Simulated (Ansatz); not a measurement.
Results of r²SCAN0 (PAW; Ansatz, a first-principles code) for Ca₃P₂ (Pm-3m, No. 221, 5 atoms in the cell; start mp-1013547).

Run with plane-wave cutoff 520 eV, 4×4×4 k mesh, Fermi–Dirac smearing 0.01 eV, scalar-relativistic PAW data made under PBE.

Cell (relaxed with PBEsol):

```yaml
crystal:
  lattice:
    - [5.24195, 0.00000, 0.00000]
    - [0.00000, 5.24195, 0.00000]
    - [0.00000, 0.00000, 5.24195]
  atoms:
    - { symbol: Ca, position: [0.00000, 0.50000, 0.50000] }
    - { symbol: Ca, position: [0.50000, 0.00000, 0.50000] }
    - { symbol: Ca, position: [0.50000, 0.50000, 0.00000] }
    - { symbol: P, position: [0.00000, 0.00000, 0.00000] }
    - { symbol: P, position: [0.50000, 0.50000, 0.50000] }
```

Question: What does this level give for the band gap?

Answer: 
band gap: 1.89 eV (on the SCF k mesh) (direct)

Note: cell and atoms aren't relaxed at this level (pressure 1.3 GPa).

The computed numbers hold no vibrational or temperature effects.

A start named mp-… is a Materials Project structure, which need not be a measured phase.
